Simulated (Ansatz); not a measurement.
# AlRu under a change: Al → B

The parent structure is AlRu in the CsCl type structure (space group Pm-3m, No. 221; a = 3.004 Å).

It is then changed as follows: B takes the place of Al on all its sites; the structure is relaxed again.

Computed with Ansatz (an electronic-structure program) PBE, no SOC, earlier PAW set. Γ-centred 17×17×17 mesh, Fermi–Dirac width 0.05 eV, for the changed cell.

| quantity | base | changed | shift |
|---|---|---|---|
| volume per atom | 13.55 Å³ | 9.77 Å³ | -3.773 Å³ |
| lattice parameter a | 3.004 Å | 2.694 Å | -0.310 Å |
| band gap | zero | zero | – |

Final structure:

```xyz
2
Lattice="2.6938 0.0000 0.0000 0.0000 2.6938 0.0000 0.0000 0.0000 2.6938" Properties=species:S:1:pos:R:3 pbc="T T T"
B      0.0000     0.0000     0.0000
Ru     1.3469     1.3469     1.3469
```

Stability against distortions was not tested. As relaxed here, RuB is a hypothetical phase, not in the database extracts checked. The final runs are not spin-polarised. An odd electron count without spin: RuB and AlRu.
